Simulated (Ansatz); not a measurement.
Defect: B-vacancy pair (B on one host C site, one C site vacant) in 2H silicon carbide, charge state +1. Computed with PBE, PAW (plane waves to 420 eV; Ansatz, a first-principles code).

Settings: 72 host sites, the relaxed PBE lattice, the Γ point alone, smearing 0.01 eV, spin-restricted, no image-charge correction. Energies are static. The host's phase is taken as given; its stability against other phases was not computed. The charge state is imposed; whether it is stable for some Fermi level was not computed. Forms of the defect that were not tried may lie lower.

Barriers: single points on a 2×2×2 k-point mesh shifted by half a step along c at the bands' geometries (they differ from the bands' own by up to 0.33 eV, and are uncertain by about as much).

Relaxed starting cell (atoms counted from 1):

```
CELL_PARAMETERS angstrom
      9.27650     0.00000     0.00000
     -4.63825     8.03368     0.00000
      0.00000     0.00000    10.14789
ATOMIC_POSITIONS crystal
  Si 0.22316 0.11262 0.24611
  Si 0.22282 0.11211 0.74909
  Si 0.22257 0.44282 0.24887
  Si 0.22229 0.44424 0.75035
  Si 0.22127 0.77777 0.22827
  Si 0.22128 0.77710 0.75027
  Si 0.55568 0.11317 0.24897
  Si 0.55603 0.11231 0.75059
  Si 0.55535 0.44350 0.24976
  Si 0.55578 0.44445 0.75107
  Si 0.55563 0.77642 0.24930
  Si 0.55500 0.77660 0.74979
  Si 0.88945 0.11154 0.24960
  Si 0.88814 0.11105 0.75165
  Si 0.88725 0.44386 0.24902
  Si 0.88774 0.44405 0.75000
  Si 0.88791 0.77681 0.24909
  Si 0.88659 0.77612 0.75118
  Si 0.11009 0.22207 0.99867
  Si 0.10704 0.22011 0.50343
  Si 0.11052 0.55442 0.99752
  Si 0.10816 0.54886 0.50274
  Si 0.11002 0.88892 0.99631
  Si 0.10181 0.89274 0.50665
  Si 0.44496 0.22271 0.99841
  Si 0.44863 0.22523 0.50255
  Si 0.44439 0.55531 0.99997
  Si 0.44471 0.55365 0.50056
  Si 0.44521 0.88919 0.99765
  Si 0.45382 0.89402 0.50293
  Si 0.77777 0.22171 0.00021
  Si 0.77880 0.22101 0.50125
  Si 0.77718 0.55531 0.00006
  Si 0.77637 0.55482 0.50084
  Si 0.77744 0.88914 0.00043
  Si 0.77835 0.89072 0.50128
  B  0.22569 0.11055 0.43731
  C  0.22187 0.11076 0.93815
  C  0.22315 0.44677 0.43764
  C  0.22220 0.44523 0.93883
  C  0.22236 0.77737 0.93818
  C  0.55693 0.11139 0.43772
  C  0.55560 0.11012 0.93890
  C  0.55843 0.44641 0.43885
  C  0.55577 0.44521 0.93874
  C  0.55322 0.77592 0.43790
  C  0.55499 0.77778 0.93900
  C  0.88676 0.11103 0.43890
  C  0.88771 0.11039 0.93912
  C  0.88941 0.44614 0.43772
  C  0.88906 0.44447 0.93894
  C  0.88626 0.77389 0.43811
  C  0.88791 0.77746 0.93930
  C  0.11013 0.22275 0.18549
  C  0.10953 0.22289 0.69170
  C  0.11054 0.55443 0.18896
  C  0.11087 0.55559 0.68857
  C  0.10957 0.88786 0.18581
  C  0.10864 0.88626 0.69176
  C  0.44582 0.22297 0.18545
  C  0.44649 0.22326 0.69191
  C  0.44440 0.55528 0.18887
  C  0.44400 0.55497 0.68899
  C  0.44492 0.88909 0.18945
  C  0.44345 0.88871 0.68810
  C  0.77763 0.22215 0.18861
  C  0.77758 0.22216 0.68906
  C  0.77766 0.55539 0.18868
  C  0.77745 0.55525 0.68925
  C  0.77739 0.88870 0.18911
  C  0.77709 0.88864 0.68913
```
Cell charge +1.

End state 1 differs by these moves (Å; atoms that move under 0.08 Å are left out):

```tsv
atom	element	Δx	Δy	Δz
1	Si	0.00	-0.02	-0.18
5	Si	0.02	0.00	0.18
24	Si	0.08	-0.14	0.00
37	B	1.53	-2.64	0.00
```

Give the forward and backward barriers to end state 1 at the level PBE, PAW.

forward 3.51 eV, backward 3.51 eV; at the saddle point atom 37 has neighbours Si at 1.87, Si at 2.15, Si at 2.17, Si at 2.19, Si at 2.26 Å. The saddle point's order was not checked.

End state 2 differs by these moves (Å; atoms that move under 0.08 Å are left out):

```
atom  element     Δx     Δy     Δz
----  -------  -----  -----  -----
5          Si   0.00   0.01   0.21
15         Si   0.01   0.00  -0.22
22         Si   0.07   0.10   0.01
24         Si   0.10  -0.04  -0.05
32         Si  -0.02  -0.08   0.03
34         Si  -0.07   0.05   0.03
50          C   1.54   2.64   0.00
```

Give the forward and backward barriers to end state 2 at the level PBE, PAW.

forward 4.72 eV, backward 4.26 eV; at the saddle point atom 50 has neighbours Si at 1.79, 2 Si at 2.14, Si at 2.21 Å. The saddle point's order was not checked.

End state 3 differs by these moves (Å; atoms that move under 0.08 Å are left out):

```json
[
 {"atom": "5", "element": "Si", "Δx": "0.01", "Δy": "-0.01", "Δz": "0.21"},
 {"atom": "17", "element": "Si", "Δx": "0.01", "Δy": "0.01", "Δz": "-0.21"},
 {"atom": "24", "element": "Si", "Δx": "0.20", "Δy": "0.00", "Δz": "0.00"},
 {"atom": "52", "element": "C", "Δx": "3.10", "Δy": "0.00", "Δz": "0.00"}
]
```

What forward and backward barriers to end state 3 does PBE, PAW give?

forward 4.86 eV, backward 4.86 eV; at the saddle point atom 52 has neighbours Si at 1.78, 2 Si at 2.12 Å. The saddle point's order was not checked, and it lies on a symmetry element of the cell, where a band can be held.
